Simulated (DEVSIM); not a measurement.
Device: illuminated Si n-on-p cell, one wavelength, with a back-surface field, at 350 K.

Layer 1 from the left is Si, thickness (μm) 0.120, Nd (cm⁻³) 3.9e18, τn (s) 1.8e-6, τp (s) 4.1e-5, absorption coefficient (cm⁻¹) 32000. Layer 2 from the left is Si, thickness (μm) 24.0, Na (cm⁻³) 9.1e16, τn (s) 0.00011, τp (s) 0.00011, absorption coefficient (cm⁻¹) 32000. Layer 3 from the left is Si, thickness (μm) 0.240, Na (cm⁻³) 1.6e18, τn (s) 0.00011, τp (s) 0.00011, absorption coefficient (cm⁻¹) 32000.

Left contact: ohmic, minority hole recombination velocity 1e5 cm/s. Right contact: ohmic, minority electron recombination velocity 100 cm/s. Voltage is applied to the left contact. Recombination: SRH at mid-gap, radiative, Auger. Light enters at the left, 4.5e16 photons cm⁻² s⁻¹, one pass, no reflection. Mobility is μmin + (μ − μmin)/(1 + (N/Nref)^α).

This is a model device: material constants are rounded textbook-type values typed into the input, and sizes, dopings and lifetimes were drawn at random. Values at 300 K; Nc and Nv go as T^1.5, mobilities as T to minus their exponent, the gap by Varshni's rule with the affinity fixed.

Si: gap (eV) 1.124, affinity (eV) 4.05, permittivity 11.7, Nc (cm⁻³) 2.86e19, Nv (cm⁻³) 3.1e19, μn (cm²/Vs) 1417, μp (cm²/Vs) 470, μn,min 52, μp,min 45, Nref,n 9.7e16, Nref,p 2.2e17, αn 0.68, αp 0.72, T exponent of μn 2.3, T exponent of μp 2.2, B (cm³/s) 4.7e-15, Cn (cm⁶/s) 2.8e-31, Cp (cm⁶/s) 9.9e-32, Varshni α (eV/K) 0.000473, Varshni β (K) 636.

DEVSIM, 1D drift-diffusion, Boltzmann statistics, complete ionisation; no tunnelling, impact ionisation, image-force lowering or self-heating.

Dark forward current:

| |V| (V) | |J| (A/cm²) |
|---|---|
| 0.05 | 2.103e-9 |
| 0.10 | 1.190e-8 |
| 0.15 | 6.068e-8 |
| 0.20 | 3.106e-7 |
| 0.25 | 1.607e-6 |
| 0.30 | 8.376e-6 |
| 0.35 | 4.380e-5 |
| 0.40 | 0.0002295 |
| 0.45 | 0.001203 |
| 0.50 | 0.006308 |
| 0.55 | 0.03307 |
| 0.60 | 0.1729 |
| 0.65 | 0.8924 |
| 0.70 | 4.375 |
| 0.75 | 19.01 |
| 0.80 | 70.85 |
| 0.85 | 232.4 |
| 0.90 | 703.5 |
| 0.95 | 2007 |

Q: Work out the local ideality factor n = ΔV / (kT/q · ln(J2/J1)) between the rows 0.15 and 0.20 V, 0.45 and 0.50 V, 0.90 and 0.95 V.

A: kT/q = 30.16 mV. From 0.15 to 0.20 V: ln(3.106e-7/6.068e-8) = 1.633, n = 1.02, near the 1 of diffusion or emission over a barrier. From 0.45 to 0.50 V: ln(0.006308/0.001203) = 1.657, n = 1.00, near the 1 of diffusion or emission over a barrier. From 0.90 to 0.95 V: ln(2007/703.5) = 1.048, n = 1.58.

Q: What current could the absorbed light give at most, and what share is collected?

A: Σ αd = 78.0, so qΦ(1 − exp(−Σ αd)) = 7.21 mA/cm². The simulated short-circuit current is 6.804 mA/cm², a share of 0.94.

Q: Estimate the open-circuit voltage by superposition: the voltage at which the dark current equals that short-circuit current.

A: Interpolating ln J in the table gives 0.502 V. The simulation gives 0.502 V, the same within the digits that matter. Superposition holds where collection doesn't change with voltage.

Q: Estimate the fill factor from FF0 = (v − ln(v + 0.72))/(v + 1), v = qVoc/(nkT), with n from the dark curve.

A: The rows about Voc, 0.50 and 0.55 V, give n = 1.00, so v = 16.6 and FF0 = 0.781. The simulation gives 0.781, the same within the digits that matter.
